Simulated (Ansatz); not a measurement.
Take Mg2Sn (space group Fm-3m, No. 225) as the base.

```
CELL_PARAMETERS angstrom
      0.00000     3.37327     3.37327
      3.37327     0.00000     3.37327
      3.37327     3.37327     0.00000
ATOMIC_POSITIONS crystal
  Sn 0.00000 0.00000 0.00000
  Mg 0.25000 0.25000 0.25000
  Mg 0.75000 0.75000 0.75000
```

The values are results of DFT with PBEsol, PAW potentials and a 420 eV plane-wave cutoff in Ansatz (a first-principles code), scalar-relativistic without spin-orbit coupling, not measurements.

```tsv
level	band gap
PBEsol	zero
```

Task: What does experiment give, and how far off is each level?

Result: Measured: band gap 0.36 eV (temperature not stated; as listed in Byungki Ryu et al., Journal of the Korean Physical Society (2019)). Computed minus measured — band gap: PBEsol -0.36 eV. Measured values not marked as corrected hold thermal and zero-point effects that the static-lattice runs lack. A measured gap can be an optical one, lowered by exciton binding. Levels without spin-orbit coupling miss its effect on the gap.

Stability against distortions was not tested.
